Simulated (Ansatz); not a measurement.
Results of LDA (Ansatz, a first-principles code, plane waves, PAW) for La2S3 (Pnma, No. 62).

Settings: plane-wave cutoff 500 eV, 6×10×4 k mesh (along the axes of the cell as run), gaussian smearing 0.02 eV, scalar-relativistic PAW data made under PBE.

Cell (relaxed at this level):

```
CELL_PARAMETERS angstrom
      7.42718     0.00000     0.00000
      0.00000     4.09225     0.00000
      0.00000     0.00000    15.51055
ATOMIC_POSITIONS crystal
  La 0.14372 0.25000 0.79500
  La 0.85628 0.75000 0.20500
  La 0.35628 0.75000 0.29500
  La 0.64372 0.25000 0.70500
  La 0.76391 0.25000 0.45616
  La 0.23609 0.75000 0.54384
  La 0.73609 0.75000 0.95616
  La 0.26391 0.25000 0.04384
  S  0.37082 0.25000 0.43272
  S  0.62918 0.75000 0.56728
  S  0.12918 0.75000 0.93272
  S  0.87082 0.25000 0.06728
  S  0.14477 0.25000 0.22011
  S  0.85523 0.75000 0.77989
  S  0.35523 0.75000 0.72011
  S  0.64477 0.25000 0.27989
  S  0.49220 0.75000 0.11053
  S  0.50780 0.25000 0.88947
  S  0.00780 0.25000 0.61053
  S  0.99220 0.75000 0.38947
```

**Question.** Predict the band gap.

**Answer.** 
- band gap = 0.73 eV (on the SCF k mesh)

Measured, for comparison: band gap 2.73 eV (temperature not stated, not corrected to a static lattice; as tabulated in Kim et al. (2020), doi:10.1038/s41597-020-00723-8).

Note: the relaxation could not lower the start's symmetry, so the cell can be a saddle point above a distorted one; the volume lies 9 % below that of the published cell.

Spin–orbit coupling is not included.
